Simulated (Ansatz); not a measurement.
An Ansatz (a first-principles code) input (r2SCAN+rVV10 (Ansatz; PAW; 500 eV plane waves; no SOC), earlier PAW set):

Ansatz 0.2 input:
```yaml
crystal:
  lattice:
    - [3.1753966489, 0, 0]
    - [1.5876983245, 2.7499741651, 0]
    - [0, 0, 36.6953627068]
  atoms:
    - { symbol: S, position: [1.0000379657, 0.4999810171, 0.2043854985] }
    - { symbol: Mo, position: [1.3333712991, -0.1666856495, 0.2467642279] }
    - { symbol: S, position: [1.0000379657, 0.4999810171, 0.2891190352] }
    - { symbol: S, position: [1.6667046324, 0.1666476838, 0.3732173206] }
    - { symbol: Mo, position: [2.0000379657, -0.5000189829, 0.41559605] }
    - { symbol: S, position: [1.6667046324, 0.1666476838, 0.4579508573] }
    - { symbol: S, position: [2.3333712991, -0.1666856495, 0.5420491427] }
    - { symbol: Mo, position: [2.6667046324, -0.8333523162, 0.5844278721] }
    - { symbol: S, position: [2.3333712991, -0.1666856495, 0.6267826794] }
    - { symbol: S, position: [3.0000379657, -0.5000189829, 0.7108809648] }
    - { symbol: Mo, position: [3.3333712991, -1.1666856495, 0.7532596942] }
    - { symbol: S, position: [3.0000379657, -0.5000189829, 0.7956145015] }
basis: { ecutwfc: 500, ecutrho_ratio: 4, xc_grid: 4, fft_grid_basis: typed }
kpoints: { mp_grid: { grid: [12, 12, 1] } }
hamiltonian:
  xc: r2scan
  dispersion: rvv10
  pseudopotentials: { azcp: { folder: ./paw }, kind: paw }
scf: { occupations: { method: fermi_dirac, width: 0.05 } }
relax: { f_tol: 0.01, max_steps: 60, cell: { stress_tol: 0.02, fix: [c, alpha, beta] } }
output: { forces: true, stress: true }
checkpoint: { write: state.ck, write_every: 1000 }
```

**Question.** Which symmetry and how many k-points will the program report, and about how many plane waves at Γ?

**Answer.** Space group P3m1 (ITA 156) with 6 operations, k-points 19 of 144, and 8107 plane waves at Γ.

No phonon test of stability was made. The cell was made from MoS$_{2}$ in the 3R-MoS2 type structure (space group R3m, No. 160; layered, stacked along the Cartesian z axis) by this change: a free-standing slab of 4 layers (12 atoms, 3 a layer) is cut normal to the stacking axis, with 15 Å of vacuum and the in-plane cell relaxed.
